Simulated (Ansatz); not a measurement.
**A computed series for HfC: response to strain**

Take HfC in the rock salt structure (space group Fm-3m, No. 225; relaxed with 0.1 eV smearing) as the base.

```
HfC
1.0
    0.00000     2.30353     2.30353
    2.30353     0.00000     2.30353
    2.30353     2.30353     0.00000
Hf C
1 1
Direct
  0.00000   0.00000   0.00000
  0.50000   0.50000   0.50000
```

Cartesian axes are those of the cell as printed.

Strains are applied to the cell and any free atomic positions relax.

Computed with DFT with PBEsol, PAW potentials and a 420 eV plane-wave cutoff in Ansatz (an electronic-structure program), spin-orbit coupling left out.

Notes on the quantities. energy relative to the base: free energy F; pressure: mean of the normal stresses, compression positive.

```csv
variant,energy relative to the base,shortest interatomic distance,pressure
base,0 meV/atom,230.4 pm,0.0 GPa
uniaxial strain ε_zz = −3.00 %,+21 meV/atom,223.4 pm,8.5 GPa
uniaxial strain ε_zz = −2.00 %,+8.8 meV/atom,225.7 pm,5.4 GPa
uniaxial strain ε_zz = −1.50 %,+4.9 meV/atom,226.9 pm,4.0 GPa
uniaxial strain ε_zz = −1.00 %,+2.1 meV/atom,228.0 pm,2.6 GPa
uniaxial strain ε_zz = −0.50 %,+0.5 meV/atom,229.2 pm,1.3 GPa
uniaxial strain ε_zz = +0.50 %,+0.5 meV/atom,230.4 pm,-1.2 GPa
uniaxial strain ε_zz = +1.00 %,+2.0 meV/atom,230.4 pm,-2.4 GPa
uniaxial strain ε_zz = +2.50 %,+12 meV/atom,230.4 pm,-5.6 GPa
uniaxial strain ε_zz = +3.00 %,+17 meV/atom,230.4 pm,-6.5 GPa
```

Stability against distortions was not tested. All final runs are without spin polarisation.
